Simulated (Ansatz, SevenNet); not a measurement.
How the equilibrium volume per atom of hexagonal WC moves with the method

No measured value is used here.

```tsv
level (code)	value (Å³/atom)
SevenNet-0	10.58
LDA (Ansatz)	10.13
BLYP (Ansatz)	?
PBE (Ansatz)	10.52
PBEsol (Ansatz)	10.29
PBE-D3(BJ) (Ansatz)	?
PBEsol-D3(BJ) (Ansatz)	10.11
r²SCAN+rVV10 (Ansatz)	?
HSE06 (Ansatz)	10.28
```

Task: Fill in the missing entries.

Result: 
- BLYP (Ansatz, a quantum-chemistry and plane-wave program), value (Å³/atom): 10.89
- PBE-D3(BJ) (Ansatz), value (Å³/atom): 10.33
- r²SCAN+rVV10 (Ansatz), value (Å³/atom): 10.36

Density-functional levels without +SOC have no spin–orbit coupling. HSE06: exact exchange on metals is sensitive to the k mesh and can open a false gap. HSE06: the run warned that the count of filled bands differs between k points. Cutoffs and k meshes differ between the levels. Ansatz's density-functional and Hartree–Fock values are scalar-relativistic unless marked +SOC, with PAW data made under PBE.

Machine-learned potentials (SevenNet-0) are trained on DFT data: a solid inside that data is no test of them.
